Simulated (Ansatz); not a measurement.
We look at the reaction energy. Reaction: 2 PbO (P4/nmm) → Pb (fcc) + PbO2 (rutile). The sign is products less reactants.

PbO2 (rutile, P4₂/mnm), 6 atoms in the cell; metallic (partly filled levels) with PBE. Conventional cell: a = b = 5.029 Å, c = 3.441 Å, α = β = γ = 90.00°.

PbO (P4/nmm), 4 atoms in the cell. Conventional cell: a = b = 4.034 Å, c = 5.005 Å, α = β = γ = 90.00°.

Method: Ansatz (a quantum-chemistry and plane-wave program), PAW, neutral cells at 0 K with nuclei at rest, on structures from PBE+D3(BJ). Ansatz runs with its default PAW set. Other levels take these structures. The lattices are those relaxed with PBE+D3(BJ), so at other levels the solids can be strained, which adds to the spread. A dispersion term (D3(BJ), or D4 for r2SCAN) was computed beside these levels and is taken off wherever the name lacks it. Spin-orbit coupling is left out.

Measured enthalpy at 298 K, from tabulated formation enthalpies: 1.70 eV (as tabulated in Friedrich and co-workers, 2018, arXiv:1811.08952). It holds thermal and zero-point parts that the computed values lack, which would shift all levels alike, taken here as about 0.16 eV at most.

Task: Give the error of each level (PBE, LDA, PBEsol, RPBE, r2SCAN) against measurement.

Result: 
```csv
Level,computed (eV),computed less measured
PBEsol,1.82,0.12
LDA,1.83,0.13
PBE,1.97,0.27
RPBE,2.03,0.33
r2SCAN,2.09,0.39
```

PBEsol comes closest as the numbers stand, but a common shift within 0.16 eV could hand that to LDA; r2SCAN misses by 0.39 eV.
